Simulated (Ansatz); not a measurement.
## A computed series for InP: pressure series

The parent structure is InP in the wurtzite structure (space group P6_3mc, No. 186; a model cell, its experimental status unchecked).

```
CELL_PARAMETERS angstrom
      4.14866     0.00000     0.00000
     -2.07433     3.59284     0.00000
      0.00000     0.00000     6.81004
ATOMIC_POSITIONS crystal
  In 0.66667 0.33333 0.99989
  In 0.33333 0.66667 0.49989
  P  0.66667 0.33333 0.62531
  P  0.33333 0.66667 0.12531
```

Cell and atoms are relaxed at each pressure.

Method: PBEsol/PAW in Ansatz (a program for electronic structure), without spin-orbit coupling.

```tsv
pressure (GPa)	volume per atom (Å³/atom)
-2	26.214
-1	25.777
0	25.377
2.1	24.643
4.5	23.923
9	22.824
15	?
22.5	20.564
30	19.672
```

### Question
Fit the third-order Birch–Murnaghan form P(V) = (3B₀/2)[(V₀/V)^(7/3) − (V₀/V)^(5/3)]·[1 + (3/4)(B₀′ − 4)((V₀/V)^(2/3) − 1)] (squares taken in P) to the rows shown and predict the withheld row.

### Answer
Least squares on the printed values gives V₀ = 25.381 Å³/atom, B₀ = 67.1 GPa, B₀′ = 4.4; this predicts 21.674 Å³/atom, and the run gives 21.679 Å³/atom, 0.005 higher.

Load acts through the strain it causes; cell and atoms are relaxed under it. Whether these cells are dynamically stable was not tested. No other phases were tried under pressure. This is not the structure that InP has at room temperature and ambient pressure.
